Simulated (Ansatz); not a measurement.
For CsCl-type YRh, LDA (PAW; Ansatz, a program for electronic structure) gives:

| Property | Result |
|---|---|
| lattice parameter a | 3.351 Å |
| enthalpy of formation | -0.827 eV/atom |

Q: What does PBEsol (PAW; Ansatz) give for the same quantities?

A: 
- lattice constant a: 3.384 Å (increases by 1.0 %)
- formation enthalpy: -0.804 eV/atom (moves by +0.023 eV/atom)

For comparison: lattice constant a 3.407 Å (measured, temperature not stated, copied from a table, unchecked, no zero-point or thermal correction; as tabulated in Acta Crystallographica 18, 835 (1965)).

Changes are worked out from the printed values.

Unless a cell is named, each level is at its own relaxed cell (LDA 18.82, PBEsol 19.37 Å³/atom).

Ansatz's density-functional and Hartree–Fock values are scalar-relativistic unless marked +SOC, with PAW data made under PBE.
